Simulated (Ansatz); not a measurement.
Where the default PAW files enter, the runs use the earlier of Ansatz's two default sets.

Tunnelling through a barrier is set by its complex band structure: the current falls as exp(−2κd) with the smallest κ.

Here is the system:

```yaml
crystal:
  lattice:
    - [3.19116, 0.00000, 0.00000]
    - [-1.59558, 2.76363, 0.00000]
    - [0.00000, 0.00000, 5.01696]
  atoms:
    - { symbol: Al, position: [0.66667, 0.33333, 0.49929] }
    - { symbol: Al, position: [0.33333, 0.66667, 0.99929] }
    - { symbol: N, position: [0.66667, 0.33333, 0.88071] }
    - { symbol: N, position: [0.33333, 0.66667, 0.38071] }
```

Space group of this cell: P6_3mc, wurtzite. The cell is strained (lengths across the current scaled by 1.02, ions clamped); by r2SCAN its mean pressure is -11.6 GPa.

Transport runs along the normal of the first two printed cell vectors, the (001) (indices of the unstrained crystal) plane of the conventional cell.

No gap correction and no spin-orbit coupling; mid-gap is the computed energy nearest the middle.

Problem. Compute, with r2SCAN (Ansatz, an electronic-structure program), the band gap and the smallest decay constant κ at mid-gap.

Solution. Gap 4.27 eV on a 12×12×6 mesh; κ = 0.269 1/Å, at the zone centre.
